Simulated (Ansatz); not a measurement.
We consider Sr₂C (model structure, started from the fluorite type, Fm-3m, No. 225, 3 atoms in the cell), described by r²SCAN+SOC (PAW; Ansatz, a program for electronic structure).

Settings: plane-wave cutoff 560 eV, 14×14×14 k mesh, Fermi–Dirac smearing 0.05 eV, PAW data made under PBE.

Cell (relaxed with PBEsol):

```
Sr2C
1.0
    0.00000     3.30923     3.30923
    3.30923     0.00000     3.30923
    3.30923     3.30923     0.00000
C Sr
1 2
Direct
  0.00000   0.00000   0.00000
  0.25000   0.25000   0.25000
  0.75000   0.75000   0.75000
```

Question: What does this level give for the band gap and direct gap at Γ?

Answer: 
band gap: 0.01 eV (under three smearing widths, so not firm)
direct gap at Γ: 1.86 eV

Note: the relaxation could raise the start's symmetry but not lower it, so the cell can be a saddle point; cell and atoms aren't relaxed at this level (pressure 1.9 GPa).

The computed numbers hold no vibrational or temperature effects.

A model structure was made by putting elements into a prototype or built by hand; it is no filed structure, need not be a known phase, and can be a saddle point held by its symmetry.
